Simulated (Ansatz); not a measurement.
CaB6-type YB₆ was calculated with r²SCAN+rVV10 (PAW; Ansatz, a first-principles code).

Settings: plane-wave cutoff 560 eV, 14×14×14 k mesh, Fermi–Dirac smearing 0.05 eV, scalar-relativistic PAW data made under PBE.

Cell (relaxed at this level):

```xyz
7
Lattice="4.0845 0.0000 0.0000 0.0000 4.0845 0.0000 0.0000 0.0000 4.0845" Properties=species:S:1:pos:R:3 pbc="T T T"
Y      0.0000     0.0000     0.0000
B      3.2725     2.0422     2.0422
B      2.0422     0.8120     2.0422
B      2.0422     3.2725     2.0422
B      0.8120     2.0422     2.0422
B      2.0422     2.0422     3.2725
B      2.0422     2.0422     0.8120
```

Predict the bulk modulus and pressure derivative B′ of the bulk modulus.


- bulk modulus: 181 GPa
- pressure derivative B′ of the bulk modulus: 3.6

The run finds no gap.

Note: the relaxation could not lower the start's symmetry, so the cell can be a saddle point above a distorted one.

Computed values are for the static lattice.
